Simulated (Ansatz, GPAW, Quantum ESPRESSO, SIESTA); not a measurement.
# Nb3AlV3Sn (R3, 8 atoms in the cell) computed with different codes at matched settings

Self-consistent single point, at a second geometry (lattice scaled by 0.98). First geometry:

```yaml
crystal:
  lattice:
    - [3.60563, 2.08171, 2.93378]
    - [-3.60563, 2.08171, 2.93378]
    - [0.00000, -4.16343, 2.93378]
  atoms:
    - { symbol: Al, position: [0.49632, 0.49632, 0.49632] }
    - { symbol: Nb, position: [0.00064, 0.50185, 0.73600] }
    - { symbol: Nb, position: [0.73600, 0.00064, 0.50185] }
    - { symbol: Nb, position: [0.50185, 0.73600, 0.00064] }
    - { symbol: V, position: [0.99677, 0.50287, 0.25830], spin: 2.0 }
    - { symbol: V, position: [0.25830, 0.99677, 0.50287], spin: 2.0 }
    - { symbol: V, position: [0.50287, 0.25830, 0.99677], spin: 2.0 }
    - { symbol: Sn, position: [0.00723, 0.00723, 0.00723] }
```
(The spins are starting values, not results.)

Shared settings, as Ansatz (a quantum-chemistry and plane-wave program) writes them: kpoints.mp_grid.grid = 3 3 3; scf.occupations.method = gaussian; scf.occupations.width = 0.2 eV. Potentials and cutoffs stand in the table.

```
code                                                                                                                                 model  ΔF from the first geometry (meV/atom)  pressure (GPa)  largest force (eV/Å)  size of the net moment (μB/atom)       cutoff
----------------  ------------------------------------------------------------------------------------------------------------------------  -------------------------------------  --------------  --------------------  --------------------------------  -----------
Ansatz                                                                                                 LDA (PW92), PAW files made with PBE                                  -33.0           -0.42                 0.157                              0.00       420 eV
SIESTA            LDA PW92, numerical atomic orbitals DZP, PseudoDojo LDA standard norm-conserving potentials (rewritten from UPF to PSML)                                  -34.8           -0.74                 0.273                              0.03  grid 400 Ry
Quantum ESPRESSO                                                    LDA (PW92), PseudoDojo standard norm-conserving (LDA) pseudopotentials                                  -32.5           -0.31                 0.155                              0.00        85 Ry
GPAW                                                                         LDA (Perdew-Wang 92), GPAW PAW datasets LDA (gpaw-data 1.0.1)                                  -34.3           -0.63                 0.180                              0.00       800 eV
```

Size of the force on each atom (eV/Å): Sizes of forces hide their directions.

```csv
code,Al1,Nb2,Nb3,Nb4,V5,V6,V7,Sn8
Ansatz,0.157,0.155,0.155,0.155,0.147,0.147,0.147,0.137
SIESTA,0.203,0.195,0.195,0.195,0.273,0.273,0.273,0.263
Quantum ESPRESSO,0.155,0.143,0.143,0.143,0.141,0.141,0.141,0.142
GPAW,0.140,0.180,0.180,0.180,0.155,0.155,0.155,0.105
```

On Ansatz's run: the starting moments vanished: the run ended non-magnetic, which need not be the lowest state. The program warned that a starting moment was not kept.

The spread over the programs that give each value: ΔF from the first geometry within 2.3 meV/atom; pressure within 0.43 GPa; largest force within 0.118 eV/Å; size of the net moment within 0.03 μB/atom.

SIESTA uses small atom-centred bases, whose incompleteness enters pressures, forces and empty levels differently from a plane-wave cutoff. Ansatz's pressure is given at a fixed set of plane waves, as the other plane-wave codes print theirs; with its correction for the finite basis it is -0.37 GPa. In the force vectors, SIESTA (by 0.129) lies more than 0.08 eV/Å from the median of the plane-wave programs.

The shared mesh is coarse (it stands for a supercell whose shortest vector is 15 Å), so the values are not converged in it.

The starting cell comes from a database of computed structures (which also holds hypothetical and non-ambient phases and stackings), without a prior relaxation at this level. For this run, on top of that: lattice scaled by 0.98.

Keys are those of Ansatz 0.2.
